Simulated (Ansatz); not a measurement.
Convergence study of the plane-wave cutoff for Li2Al (Cm, 6 atoms in the cell)

```
Li2Al
1.0
    2.29917    -4.84774     0.00000
    2.29917     4.84774     0.00000
    0.00000     0.00000     4.44419
Li Al
4 2
Cartesian
  2.29917   2.50735   1.16105
  2.29917  -2.50735   3.33314
  2.29917  -0.87124   1.11105
  2.29917   0.87124   3.33314
  2.29917  -4.12077   1.11105
  2.29917   4.12077   3.33314
```

Method: PBEsol, default PAW files made with PBE (plane waves; Ansatz, a program for electronic structure).

Base settings: basis.ecutwfc = 420 eV; kpoints.mp_grid.grid = 7 7 7; hamiltonian.xc = pbesol; hamiltonian.pseudopotentials = {kind: paw} (the program's default PAW files); scf.occupations.method = gaussian; scf.occupations.width = 0.1 eV.

The second cell is the first with its lattice scaled by 0.98.

The mesh stays at the base's, so the ladder's end is converged at best in this setting alone.

The first pressure column holds Ansatz's estimate of the finite-basis (Pulay) stress, which hides part of the cutoff error; the other is without it.

Only quantities that move along the ladder and can be compared are tabulated.

The count of work is k-points × plane waves × bands × iterations; it is no time. 

The starting cell comes from a database of computed structures (which also holds hypothetical and non-ambient phases and stackings), without a prior relaxation at this level. Its lattice was rescaled by up to half a per cent. One atom was moved a little off its site on purpose.

| basis.ecutwfc | free energy less the last step's (meV/atom) | energy of the compressed cell less the first (meV/atom) | pressure (GPa) | pressure without the Pulay estimate (GPa) | largest difference of a force vector from the last step's (eV/Å) | count of work / last |
|---|---|---|---|---|---|---|
| 145 eV | 1349.86 | 20.70 | 1.44 | -34.03 | 0.446 | 0.064 |
| 170 eV | 650.77 | 12.85 | 1.12 | -20.49 | 0.341 | 0.069 |
| 190 eV | 352.71 | 10.34 | 0.62 | -12.80 | 0.215 | 0.080 |
| 210 eV | 189.46 | 8.54 | 0.15 | -7.77 | 0.069 | 0.098 |
| 230 eV | 104.08 | 5.36 | -0.25 | -4.79 | 0.018 | 0.11 |
| 250 eV | 58.38 | 4.35 | -0.39 | -3.08 | 0.025 | 0.12 |
| 295 eV | 15.86 | 3.64 | -0.49 | -1.41 | 0.031 | 0.16 |
| 335 eV | 4.55 | 3.07 | -0.60 | -0.91 | 0.010 | 0.19 |
| 380 eV | 1.18 | 2.84 | -0.63 | -0.71 | 0.000 | 0.23 |
| 420 eV | 0.49 | 2.82 | -0.63 | -0.65 | 0.000 | 0.27 |
| 460 eV | 0.32 | 2.82 | -0.63 | -0.64 | 0.000 | 0.31 |
| 505 eV | 0.26 | 2.82 | -0.63 | -0.63 | 0.000 | 0.36 |
| 565 eV | 0.19 | 2.82 | -0.63 | -0.63 | 0.000 | 0.42 |
| 630 eV | 0.16 | 2.81 | -0.63 | -0.63 | 0.000 | 0.49 |
| 735 eV | 0.10 | 2.82 | -0.63 | -0.63 | 0.000 | 0.62 |
| 840 eV | 0.05 | 2.82 | -0.63 | -0.63 | 0.000 | 0.77 |
| 1010 eV | 0.00 | 2.81 | -0.63 | -0.63 | 0.000 | 1.0 |

Coarsest basis.ecutwfc that holds the forces within 0.005 eV/Å of the last step, with all finer ones: 380 eV, at 0.23 of the last step's count of work; the step before is off by 0.010 eV/Å.

Coarsest basis.ecutwfc that holds the pressure within 1 GPa of the last step, with all finer ones: 210 eV, at 0.098 of the last step's count of work; the step before is off by 1.3 GPa.

Coarsest basis.ecutwfc that holds the free energy within 1 meV/atom of the last step, with all finer ones: 420 eV, at 0.27 of the last step's count of work; the step before is off by 1.2 meV/atom.

The energy difference between the two cells stays within 1 meV/atom of the last step's from 295 eV on, the total only from 420 eV on: much of the error is common to both cells and cancels.

At the lowest cutoff the pressure without the Pulay estimate lies 33.4 GPa under the last step's, the usual sign of Pulay stress in an incomplete plane-wave basis.

Keys are those of Ansatz 0.2.
